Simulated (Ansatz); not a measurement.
The reference is ZnSnP₂ in the chalcopyrite structure (space group I-42d, No. 122; a = 5.6503 Å, c = 11.3254 Å).

Level of theory: plane-wave PAW DFT at the r2SCAN level (Ansatz, a first-principles code, 500 eV), no SOC.

Before the change:

* **Band gap**: 1.25 eV
* **Lattice parameter a**: 5.650 Å

Modification: a hydrostatic pressure of 1.8 GPa.

Task: What happens to the band gap?

Result: The band gap rises by 0.12 eV to 1.37 eV.

Task: What does the calculation give for the lattice parameter a after the change?

Result: The lattice parameter a falls by 0.044 Å, from 5.650 Å to 5.606 Å.

Load acts through the strain it causes; cell and atoms are relaxed under it. No phonon test of stability was made.
